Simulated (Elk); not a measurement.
Band structure of BaTlO3 (Pm-3m, 5 atoms in the cell).

```
CELL_PARAMETERS angstrom
      4.35024     0.00000     0.00000
      0.00000     4.35024     0.00000
      0.00000     0.00000     4.35024
ATOMIC_POSITIONS crystal
  Ba 0.00000 0.00000 0.00000
  Tl 0.50000 0.50000 0.50000
  O  0.50000 0.50000 0.00000
  O  0.00000 0.50000 0.50000
  O  0.50000 0.00000 0.50000
```

Method: PBEsol, all-electron FP-LAPW, Elk's shipped species files, default APW+lo basis in Elk 10.2.4.

Settings: xctype = 22; stype = 0; swidth = 0.00999582 Ha; ngridk = 8 8 8; rmtscf = 0.84; maxscl = 100.

The starting cell comes from a database of computed structures (which also holds hypothetical and non-ambient phases and stackings), without a prior relaxation at this level. Spin-orbit coupling is off. Values depend on the basis (sphere radii, cutoffs, local orbitals), which need not be converged. The run gives no clean gap (levels at the Fermi energy touch, overlap or are partly filled at this smearing), which alone does not show that the compound is a metal.

Levels in eV from the Fermi level, bands 26 to 33:
| point | 26 | 27 | 28 | 29 | 30 | 31 | 32 | 33 |
|---|---|---|---|---|---|---|---|---|
| Γ | -0.88 | -0.57 | -0.57 | -0.57 | 0.27 | 4.74 | 4.74 | 6.47 |
| X | -0.98 | -0.98 | -0.64 | -0.64 | 4.40 | 6.19 | 6.25 | 7.23 |
| M | -1.05 | -1.05 | -0.12 | 0.78 | 5.79 | 7.02 | 7.35 | 8.14 |
| R | -0.05 | -0.05 | 0.82 | 0.82 | 5.17 | 5.17 | 5.17 | 7.62 |

Bands cross the Fermi level along this path, so the cell is metallic at this level.
